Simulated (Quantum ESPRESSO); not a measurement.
Parameter sweep on TiRh (P4/mmm, 2 atoms in the cell)

```yaml
crystal:
  lattice:
    - [2.94945, 0.00000, 0.00000]
    - [0.00000, 2.94945, 0.00000]
    - [0.00000, 0.00000, 3.30679]
  atoms:
    - { symbol: Rh, position: [0.00000, 0.00000, 0.00000] }
    - { symbol: Ti, position: [0.50000, 0.50000, 0.50000] }
```

Base run A: Quantum ESPRESSO with LDA (PZ), GBRV 1.5 ultrasoft (LDA) pseudopotentials, self-consistent single point.

Its settings: ecutwfc = 50 Ry; ecutrho = 400 Ry; occupations = smearing; smearing = cold; degauss = 0.0036749 Ry; potentials = {Rh: rh_lda_v1.4.uspp.F.UPF, Ti: ti_lda_v1.4.uspp.F.UPF}; K_POINTS = automatic 15 15 13 0 0 0; conv_thr = 1e-10 Ry; mixing_beta = 0.3.

The starting cell comes from a database of published, mostly measured structures (it also holds non-ambient and calculated ones), without a prior relaxation at this level. Its lattice was rescaled by a random factor within 2.5 % of one. Spin polarisation is off. In the base run, with a pressure of about -5 GPa the cell is away from its equilibrium volume at this level.

ΔF is the free energy per atom less that of run A. 

Run A gave: pressure (GPa) -4.58.

Runs:
- B: lattice scaled by 0.97
- C: lattice scaled by 0.97; ecutwfc: 50 Ry → 30 Ry; ecutrho: 400 Ry → 240 Ry
- D: lattice scaled by 0.985
- E: lattice scaled by 0.985; ecutwfc: 50 Ry → 30 Ry; ecutrho: 400 Ry → 240 Ry
- F: lattice scaled by 1.015
- G: lattice scaled by 1.015; ecutwfc: 50 Ry → 30 Ry; ecutrho: 400 Ry → 240 Ry
- H: lattice scaled by 1.03
- I: lattice scaled by 1.03; ecutwfc: 50 Ry → 30 Ry; ecutrho: 400 Ry → 240 Ry
- J: ecutwfc: 50 Ry → 30 Ry; ecutrho: 400 Ry → 240 Ry

Problem. What does run I change against A?

Solution. The free energy goes up by 623 meV/atom and the pressure goes from -4.58 to -56.83 GPa.

Problem. What does run F change against A?

Solution. The free energy rises by 36.1 meV/atom and the pressure goes from -4.58 to -12.85 GPa.

Problem. What does run G change against A?

Solution. The free energy goes up by 555 meV/atom and the pressure goes from -4.58 to -51.96 GPa.

```tsv
run	ΔF (meV/atom)	pressure (GPa)
A	0.00	-4.58
B	47.7	18.43
C	565.9	-26.54
D	1.69	5.73
E	519.5	-37.14
F	36.1	-12.85
G	554.7	-51.96
H	104.6	-19.40
I	623.5	-56.83
J	518.8	-45.57
```
